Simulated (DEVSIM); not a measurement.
Device: Ni/Si3N4/n-Si capacitor, at 300 K.

```tsv
layer (left to right)	material	thickness (nm)	Nd (cm⁻³)
1	Si3N4	15.0	-
2	Si	4400	1.7e16
```

Metal gate on the left, work function 5.1 eV. Fixed charge at the semiconductor interface 0 cm⁻² (in units of +e); no interface traps.

The device is made up for the run: typed textbook-type constants, with dimensions and the other settings drawn at random. Values at 300 K; Nc and Nv go as T^1.5, mobilities as T to minus their exponent, the gap by Varshni's rule with the affinity fixed.

| parameter | Si3N4 | Si |
|---|---|---|
| gap (eV) | 5.1 | 1.124 |
| affinity (eV) | 2.1 | 4.05 |
| permittivity | 7.5 | 11.7 |
| Nc (cm⁻³) | - | 2.86e19 |
| Nv (cm⁻³) | - | 3.1e19 |
| Varshni α (eV/K) | - | 0.000473 |
| Varshni β (K) | - | 636 |

Simulated with DEVSIM: 1D Poisson equation in equilibrium, Boltzmann statistics, complete ionisation; no quantum confinement or tunnelling. Metal contacts follow the ideal Schottky-Mott rule: no Fermi-level pinning, no interface dipoles.

Base results: minimum of the low-frequency capacitance (μF/cm²) 0.0442; threshold voltage (band bending 2φF) (V) -0.02; flat-band voltage (V) 0.86; capacitance of the dielectric stack (μF/cm²) 0.443.

Task: What follows from this one change: Si3N4 thickness 0.015 → 0.013 μm?

Result: minimum of the low-frequency capacitance little changed (0.0447 μF/cm²); threshold voltage (band bending 2φF) -0.02 → -0.01 V; flat-band voltage little changed (0.86 V); capacitance of the dielectric stack 0.443 → 0.511 μF/cm².

Task: What follows from this one change: substrate doping 1.7e+16 → 1.7e+15 cm^-3?

Result: minimum of the low-frequency capacitance 0.0442 → 0.0171 μF/cm²; threshold voltage (band bending 2φF) -0.02 → 0.14 V; flat-band voltage 0.86 → 0.80 V; capacitance of the dielectric stack little changed (0.443 μF/cm²).

Task: What follows from this one change: gate work function 5.1 → 5.25 eV?

Result: minimum of the low-frequency capacitance little changed (0.0451 μF/cm²); threshold voltage (band bending 2φF) -0.02 → 0.12 V; flat-band voltage 0.86 → 1.01 V; capacitance of the dielectric stack little changed (0.443 μF/cm²).

Task: What follows from this one change: interface trap density 0 → 3e+11 cm^-2 eV^-1?

Result: minimum of the low-frequency capacitance 0.0442 → 0.0797 μF/cm²; threshold voltage (band bending 2φF) -0.02 → -0.04 V; flat-band voltage 0.86 → 0.92 V; capacitance of the dielectric stack little changed (0.443 μF/cm²).

Task: What follows from this one change: fixed charge 0 → 5.4e+11 cm^-2?

Result: minimum of the low-frequency capacitance little changed (0.0442 μF/cm²); threshold voltage (band bending 2φF) -0.02 → -0.22 V; flat-band voltage 0.86 → 0.66 V; capacitance of the dielectric stack little changed (0.443 μF/cm²).

Task: What follows from this one change: temperature 300 → 450 K?

Result: minimum of the low-frequency capacitance 0.0442 → 0.0617 μF/cm²; threshold voltage (band bending 2φF) -0.02 → 0.17 V; flat-band voltage 0.86 → 0.74 V; capacitance of the dielectric stack little changed (0.443 μF/cm²).
